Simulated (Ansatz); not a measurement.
Base system: SiC (space group P6_3mc, No. 186; a = 3.094 Å, c = 10.129 Å). Axes: x lies along a and z along c of the hexagonal cell.

(Cell as relaxed with PBE.)

Levels (all Ansatz, a quantum-chemistry and plane-wave program, PAW, earlier PAW set): PBE (420 eV, no spin-orbit coupling); r2SCAN (500 eV, no spin-orbit coupling).

Each level relaxes its own structure.

```csv
base,PBE,r2SCAN
volume per atom,10.50 Å³,10.33 Å³
lattice parameter a,3.094 Å,3.078 Å
band gap,2.22 eV,2.60 eV
```

It is then changed as follows: compressive biaxial strain of 4.99 % in the plane normal to [001], as in epitaxy on a mismatched substrate; the out-of-plane cell vector and the atoms relax.

```tsv
quantity	PBE	r2SCAN
band gap	1.70 eV	[?]
valence-band top at Γ (three highest levels, from the VBM)	0.00, 0.00, -0.48 eV	[?]
mean in-plane stress (compression positive)	+35.5 GPa	[?]
volume per atom	9.58 Å³	[?]
```

Task: Given the PBE results, estimate those of r2SCAN.

Result: 
- band gap, r2SCAN: 2.08 eV
- valence-band top at Γ (three highest levels, from the VBM), r2SCAN: 0.00, 0.00, -0.50 eV
- mean in-plane stress (compression positive), r2SCAN: +38.4 GPa
- volume per atom, r2SCAN: 9.42 Å³

PBE's band gap lies 0.38 eV below r2SCAN's; PBE's in-plane stress lies 2.9 GPa below r2SCAN's; PBE's volume per atom lies 0.16 Å³ above r2SCAN's (1.7 %). Neither level is exact; r2SCAN is the comparison here, not a measurement.

Stability against distortions was not tested.
